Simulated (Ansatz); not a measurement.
**Hf3Ge2 (P4/mbm, No. 127; cell taken from a computed entry)**

Calculation: r²SCAN-D4 (PAW; Ansatz, a first-principles code).

Run with plane-wave cutoff 500 eV, 6×6×10 k mesh (along the axes of the cell as run), Fermi–Dirac smearing 0.05 eV, scalar-relativistic PAW data made under PBE.

Cell: relaxed at this level.

| Item | Result |
|---|---|
| equilibrium volume per atom | 18.65 Å³/atom |
| equilibrium lattice constant a | 7.104 Å |
| lattice parameter c | 3.696 Å |
| band gap | zero (no gap) |

Note: the relaxation could not lower the start's symmetry, so the cell can be a saddle point above a distorted one.

Spin–orbit coupling is not included.

Computed values are for the static lattice.

Cost on a shared machine: about 9 core-minutes (a rough figure).
